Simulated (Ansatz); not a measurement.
Base system: TiAl (space group P4/mmm, No. 123).

```yaml
crystal:
  lattice:
    - [2.81292, 0.00000, 0.00000]
    - [0.00000, 2.81292, 0.00000]
    - [0.00000, 0.00000, 4.05841]
  atoms:
    - { symbol: Al, position: [0.50000, 0.50000, 0.50000] }
    - { symbol: Ti, position: [0.00000, 0.00000, 0.00000] }
```

Cartesian axes are those of the cell as printed.

All numbers come from plane-wave PAW DFT at the r2SCAN level (Ansatz, a first-principles code, 500 eV), spin-orbit coupling left out.

Strains are applied to the cell and any free atomic positions relax; under biaxial strain the out-of-plane vector relaxes too.

One change was made to it. Results:

```tsv
quantity	base	after
volume per atom	16.06 Å³	15.58 Å³
pressure (mean of the normal stresses, compression positive)	0.0 GPa	3.8 GPa
```

Q: Which change produced these results?
(A) biaxial strain −2.66 %, plane normal [001], relaxed out of plane
(B) biaxial strain −0.72 %, plane normal [001], relaxed out of plane
(C) biaxial strain +2.58 %, plane normal [001], relaxed out of plane
(D) biaxial strain +3.37 %, plane normal [001], relaxed out of plane
(E) biaxial strain +1.75 %, plane normal [001], relaxed out of plane

A: A, biaxial strain −2.66 %, plane normal [001], relaxed out of plane. For comparison, the pressure in the other runs: biaxial strain +1.75 %, plane normal [001], relaxed out of plane gives -2.1 GPa; biaxial strain +3.37 %, plane normal [001], relaxed out of plane gives -3.5 GPa; biaxial strain −0.72 %, plane normal [001], relaxed out of plane gives 1.0 GPa; biaxial strain +2.58 %, plane normal [001], relaxed out of plane gives -2.9 GPa.

Without a gap, meshes like the base's 16×16×12 leave anisotropic stresses uncertain by several tenths of a GPa, and small strain energies with them. Whether these cells are dynamically stable was not tested. The final runs are not spin-polarised.
